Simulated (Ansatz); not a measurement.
The reference is InSe in the beta-GaS type structure (space group P6_3/mmc, No. 194; a = 4.0321 Å, c = 16.7641 Å; layered, stacked along the Cartesian z axis). Axes: x lies along a and z along c of the hexagonal cell.

Method: Ansatz (a quantum-chemistry and plane-wave program) PBE-D3(BJ), spin-orbit coupling left out.

Before the change:

* **Shortest interatomic distance**: 2.660 Å
* **Valley order**: Γ 0.37 eV; M (1/2, 0, 0) 1.12 eV; K (1/3, 1/3, 0) 1.51 eV
* **Hole mass**: 0.041 mₑ along c, 2.9 mₑ across (at Γ)

Now apply this change: the cell is stretched by 5.53 % along z with no lateral relaxation; the atoms relax in the strained cell.

### Question
Predict the new shortest interatomic distance.

### Answer
The shortest interatomic distance goes up by 0.0066 Å to 2.666 Å.

### Question
How does this affect the largest internal atomic displacement?

### Answer
The largest internal atomic displacement comes out as 0.125 Å.

### Question
How does this affect the valley order?

### Answer
The valley order (the lowest conduction-band minima on the path, energy above the VBM, named in the base's zone) becomes Γ 0.67 eV; M (1/2, 0, 0) 1.45 eV; K (1/3, 1/3, 0) 1.85 eV (base: Γ 0.37 eV; M (1/2, 0, 0) 1.12 eV; K (1/3, 1/3, 0) 1.51 eV).

### Question
What does the calculation give for the hole mass after the change?

### Answer
The hole mass goes from 0.041 mₑ along c, 2.9 mₑ across (at Γ) to 0.083 mₑ along z, 2.8 mₑ across (at Γ).

The levels and masses belong to the bands next to the band gap. Masses are band curvatures over ±0.01 Å⁻¹ around the edge. Whether these cells are dynamically stable was not tested.
